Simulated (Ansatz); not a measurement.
## The (100) surface of tetragonal WSi2 in its 1x1 cell (cut with top plane 2 Si + W, bottom plane 2 Si + W), outermost plane spacing 1.61 Å in the ideal cut

Computed with r2SCAN, at the PBE geometry (plane waves to 500 eV, PAW; Ansatz, a first-principles code).

Model: 21-atom slab, Si14W7, 9.7 Å thick at the start (thin: gaps and levels are the slab's own), 12x5x1 mesh, Fermi-Dirac 0.1 eV, dipole correction, single point; on the structure that PBE left under its start's symmetry; no spin, no spin-orbit, no U.

* **surface energy (mean of both faces)**: 2.88 J/m²
* **work function of the top face**: 5.03 eV
* **cost**: roughly 6 core-minutes
